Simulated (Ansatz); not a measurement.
SiC: Nb on a Si site

Take a 24-atom supercell of SiC in the zinc blende structure (space group F-43m, No. 216; a = 4.357 Å) at its relaxed geometry as the base.

One thing is altered: a neutral Nb on a Si site, atoms relaxed at fixed cell, starting from a slightly rattled geometry.

All numbers come from plane-wave PAW DFT at the PBEsol level (Ansatz, a quantum-chemistry and plane-wave program, 420 eV), no spin-orbit coupling, earlier PAW set. k-mesh 5×3×5 (Γ-centred); smearing 0.01 eV (Fermi–Dirac).

```tsv
quantity	base	changed	shift
pressure	0.0 GPa	6.7 GPa	+6.7 GPa
gap of the supercell	1.24 eV	zero	–
total moment of the cell	–	0.0 μB	–
```

The magnetic state is the one reached from the starting moments; the real material's order can differ, and small cells can't hold many antiferromagnetic ones. In so small a cell the defect repeats every few ångströms: this is an ordered compound, not a dilute defect. A case with no gap was solved on a k-mesh chosen for an insulator, which is coarse for it. Seeded moments were not kept for Nb on a Si site. The defect cell is spin-polarised and ends with 0.0 μB.
